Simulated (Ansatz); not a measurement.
Cu interstitial in alpha quartz: one set of geometries, relaxed with PBE, evaluated in Ansatz (PAW, plane waves to 420 eV, 500 eV under r2SCAN) with PBE, r2SCAN.

Details: 72-site cell; 2×2×2 Γ-centred k-points; start: void with 4O nearest, no. 2; charged states image-corrected; no Hubbard U; corrections pass 1 eV, so highly charged states may be off by several tenths; flagged in the runs: a host whose relaxation on this sampling wasn't shown to rest, a strain field that reaches the edge of the cell.

| quantity | PBE | r2SCAN |
|---|---|---|
| host gap (eV) | 5.68 | ___ |
| ε(+2/+1) above the VBM (eV) | 0.19 | ___ |
| ε(+1/0) above the VBM (eV) | 4.87 | ___ |
| largest moment on one atom at charge +2 (μB) | 0.57 | ___ |
| neutral formation energy against fcc Cu (eV) | 4.53 | ___ |
| largest moment on one atom at charge 0 (μB) | 0.09 | ___ |

Q: Given the lower rungs, what does r2SCAN give?

A: 
- host gap (eV), r2SCAN: 6.32
- ε(+2/+1) above the VBM (eV), r2SCAN: 0.61
- ε(+1/0) above the VBM (eV), r2SCAN: 5.44
- largest moment on one atom at charge +2 (μB), r2SCAN: 0.66
- neutral formation energy against fcc Cu (eV), r2SCAN: 4.53
- largest moment on one atom at charge 0 (μB), r2SCAN: 0.07

Ansatz is an electronic-structure program.
